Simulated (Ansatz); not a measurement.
```xyz
4
Lattice="3.1250 0.0000 0.0000 1.5625 2.7063 0.0000 0.0000 0.0000 5.0642" Properties=species:S:1:pos:R:3 pbc="T T T"
Si     3.1250     1.8042     0.0058
Si     1.5625     0.9021     2.5379
C      3.1250     1.8042     3.1604
C      1.5625     0.9021     0.6283
```

No spin polarisation.

Method: DFT with PBE, PAW potentials and a 420 eV plane-wave cutoff in Ansatz (a first-principles code), no spin-orbit coupling, earlier PAW set. k-mesh 12×12×7 (Γ-centred); smearing 0.05 eV (Fermi–Dirac).

Predict the space group.

P6_3mc (No. 186).

What pressure (mean of the normal stresses, compression positive) does the calculation give?

-39.9 kbar.

The cells carry an imposed strain or load. Whether these cells are dynamically stable was not tested. The cell was made from SiC in the wurtzite structure (space group P6_3mc, No. 186) by this change: biaxial strain +1.07 %, plane normal [001], relaxed out of plane.
